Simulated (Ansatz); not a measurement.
A self-consistent single point of Ca2AgPd2 (Imm2, 5 atoms in the cell) with Ansatz (a quantum-chemistry and plane-wave program).

Level of theory: PBEsol, default PAW files made with PBE (plane waves; Ansatz).

The change in words: lattice scaled by 0.98; basis.ecutrho_ratio: default → 4. Reference geometry:
```
CELL_PARAMETERS angstrom
     -2.25061     2.90195     4.22935
      2.25061    -2.90195     4.22935
      2.25061     2.90195    -4.22935
ATOMIC_POSITIONS crystal
  Ca 0.70812 0.20812 0.50000
  Ca 0.29779 0.79779 0.50000
  Ag 0.00000 0.00000 0.00000
  Pd 0.73119 0.50000 0.23119
  Pd 0.26881 0.50000 0.76881
```

Reference input (self-consistent single point, DFT, PBEsol, plane waves, default PAW files made with PBE): basis.ecutwfc = 420 eV; kpoints.mp_grid.grid = 5 5 5; hamiltonian.xc = pbesol; hamiltonian.pseudopotentials = {kind: paw} (the program's default PAW files); scf.occupations.method = fermi_dirac; scf.occupations.width = 0.1 eV. This run's input differs from it in these lines:

Ansatz 0.2 input:
```diff
@@ -2,5 +2,5 @@
   lattice:
-    - [-2.250612, 2.901950, 4.229355]
-    - [2.250612, -2.901950, 4.229355]
-    - [2.250612, 2.901950, -4.229355]
+    - [-2.205600, 2.843911, 4.144768]
+    - [2.205600, -2.843911, 4.144768]
+    - [2.205600, 2.843911, -4.144768]
   atoms:
@@ -13,2 +13,3 @@
   ecutwfc: 420.0
+  ecutrho_ratio: 4
 kpoints:
```

Output, abridged:

```
SCF iter   1: F=—  HF=-24925.926794 eV  |F-HF|=—  |Δ(HF+E_count)|=         —  Δρ=8.13e-3  dr2=7.60e-2  ethr=1.77e-3  ⟨swp⟩=8.8  Hψ=5236  notcnv=0
all-band conjugate gradients solve this SCF's bands
preconditioner: auto → Kerker (q_TF=auto, 2.584 Å⁻¹)
SCF iter   2: F=—  HF=-24925.908669 eV  |F-HF|=—  |Δ(HF+E_count)|=   1.81e-2  Δρ=1.98e-3  dr2=3.39e-3  ethr=1.01e-4  ⟨swp⟩=2.0  Hψ=1885  notcnv=0
   [... lines left out ...]
SCF iter   5: F=—  HF=-24925.907719 eV  |F-HF|=—  |Δ(HF+E_count)|=   1.90e-5  Δρ=1.27e-4  dr2=3.04e-5  ethr=1.29e-7  ⟨swp⟩=2.0  Hψ=1676  notcnv=0
SCF iter   6: F=—  HF=-24925.907714 eV  |F-HF|=—  |Δ(HF+E_count)|=   4.08e-6  Δρ=3.74e-5  dr2=2.74e-6  ethr=4.06e-8  ⟨swp⟩=2.1  Hψ=1607  notcnv=0
SCF iter   7: F=—  HF=-24925.907714 eV  |F-HF|=—  |Δ(HF+E_count)|=   4.59e-7  Δρ=1.01e-5  dr2=1.68e-7  ethr=3.66e-9  ⟨swp⟩=2.0  Hψ=1587  notcnv=0
SCF iter   8: F=-24925.907714 eV  HF=-24925.907714 eV  |F-HF|=9.44e-9  |Δ(HF+E_count)|=   1.98e-8  Δρ=3.42e-6  dr2=1.63e-8  ethr=1.33e-10  ⟨swp⟩=4.6  Hψ=3968  notcnv=0
SCF 1 converged in 8 iterations: F = -24925.907714 eV  dr2 = 1.63e-8
Free energy (F): -24925.907714 eV
Internal energy: -24925.860464 eV  (E = F + TS)
E sigma→0 (E₀):  -24925.884089 eV
Entropy (-TS):   -0.047250 eV (-9.450 meV/atom)
Fermi energy:    12.619256 eV
--- Forces (eV/Å), atoms counted from 1 ---
  atom   1  Ca    -0.00000000     0.00000000    -0.25646821
  atom   2  Ca     0.00000000    -0.00000000     0.06804071
  atom   3  Ag    -0.00000000     0.00000000     0.03734424
  atom   4  Pd    -0.00000000     0.00674027     0.07554058
  atom   5  Pd     0.00000000    -0.00674027     0.07554058
--- Stress (GPa, compression-positive) ---
        1.487778      -0.000000      -0.000000
       -0.000000       1.732685       0.000000
       -0.000000       0.000000       1.433557
  P = ⅓ Tr σ = 1.5513 GPa (15.513 kbar)
  The stress holds the Pulay correction. Without it, at fixed plane waves, as pw.x and ABINIT print it: P = 1.5305 GPa
```

The run converged in 8 iterations. Against the reference run the free energy drops by 5.8 meV/atom, the pressure goes from -2.73 to 1.55 GPa and the largest force goes from 0.192 to 0.256 eV/Å.

The starting cell comes from a database of computed structures (which also holds hypothetical and non-ambient phases and stackings), without a prior relaxation at this level. Its lattice was rescaled by up to half a per cent. One atom was moved a little off its site on purpose. For this run, on top of that: lattice scaled by 0.98. Spin polarisation is off. Ansatz's pressure includes its estimate of the finite-basis (Pulay) stress.
